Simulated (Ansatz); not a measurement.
The parent structure is BaS in the zinc blende structure (space group F-43m, No. 216; a = 7.038 Å; a hypothetical phase, not in the database extracts checked). Axes: x, y, z lie along the cube axes.

Computed with r2SCAN (Ansatz, a program for electronic structure, PAW, no SOC).

A first run, uniaxial strain ε_xx = −1.99 %, gives secant values C11 ≈ 31 GPa and C12 ≈ 30 GPa from its stress. A second run applies isotropic strain +0.81 %.

Q: What does linear elasticity predict for the bulk modulus −ΔP/(ΔV/V₀) in the second run, and what does the run give?

A: Linear elasticity: (C11 + 2 C12)/3 = 30 GPa. The run gives 27 GPa; any difference comes from nonlinear terms at these strains and numerical noise.

Whether these cells are dynamically stable was not tested.
